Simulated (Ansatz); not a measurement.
BeAlNO (model structure, started from the AlSiCN type, P3m1, No. 156, 4 atoms in the cell) was calculated with PBE (Ansatz, a program for electronic structure, plane waves, PAW).

Settings: plane-wave cutoff 520 eV, 12×12×8 k mesh (along the axes of the cell as run), Fermi–Dirac smearing 0.01 eV, scalar-relativistic PAW data made under PBE.

Cell (relaxed at this level):

```xyz
4
Lattice="3.0021 0.0000 0.0000 -1.5010 2.5999 0.0000 0.0000 0.0000 4.6865" Properties=species:S:1:pos:R:3 pbc="T T T"
Al     0.0000     1.7332     2.3973
Be     1.5010     0.8666     4.6417
O      0.0000     1.7332     0.5334
N      1.5010     0.8666     2.9722
```

Question: Estimate the band gap that the calculation returns.

Answer: 
- band gap = 4.37 eV (direct)

Note: the relaxation could raise the start's symmetry but not lower it, so the cell can be a saddle point.

Static lattice: no zero-point or thermal effects.

A model structure was made by putting elements into a prototype or built by hand; it is no filed structure, need not be a known phase, and can be a saddle point held by its symmetry.
